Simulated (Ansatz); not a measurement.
Band structure of CaSe (P3_221, 6 atoms in the cell).

```xyz
6
Lattice="4.4960 0.0000 0.0000 -2.2480 3.8936 0.0000 0.0000 0.0000 10.3001" Properties=species:S:1:pos:R:3 pbc="T T T"
Ca     3.2362     0.0000     6.8667
Ca    -1.6181     2.8026     3.4334
Ca     0.6299     1.0910     0.0000
Se     2.1981     0.0000     1.7167
Se    -1.0990     1.9036     8.5834
Se     1.1489     1.9900     5.1500
```

Method: LDA (PW92), default PAW files made with PBE (plane waves; Ansatz, an electronic-structure program).

Settings: basis.ecutwfc = 420 eV; kpoints.mp_grid.grid = 7 7 3; hamiltonian.xc = lda; hamiltonian.pseudopotentials = {kind: paw} (the program's default PAW files); scf.occupations.method = fermi_dirac; scf.occupations.width = 0.1 eV; kpoints.band_path.npoints = 10.

The starting cell was generated: these elements placed on a structure prototype, without a prior relaxation; it need not be a known phase or ordering of this composition. Its lattice was rescaled by a random factor within 2.5 % of one.

Problem. Predict the gap along the standard path and the places of the band edges.

Solution. The gap along the path is 1.45 eV, direct at Γ to within 0.01 eV.

Levels in eV from the top of the valence band on the path, bands 36 to 43:
```tsv
point	36	37	38	39	40	41	42	43
Γ	-1.25	-0.47	-0.47	0.00	1.45	2.62	2.62	3.35
M	-1.49	-1.30	-1.00	-0.97	1.99	2.84	3.55	4.00
K	-2.10	-1.22	-1.22	-0.90	3.29	3.29	3.53	3.94
A	-0.94	-0.94	-0.71	-0.71	1.88	1.88	3.30	3.48
L	-1.59	-1.45	-0.92	-0.79	2.19	2.57	3.73	4.02
H	-1.70	-1.32	-1.32	-1.28	3.43	3.70	3.70	3.73
```

Keys are those of Ansatz 0.2.
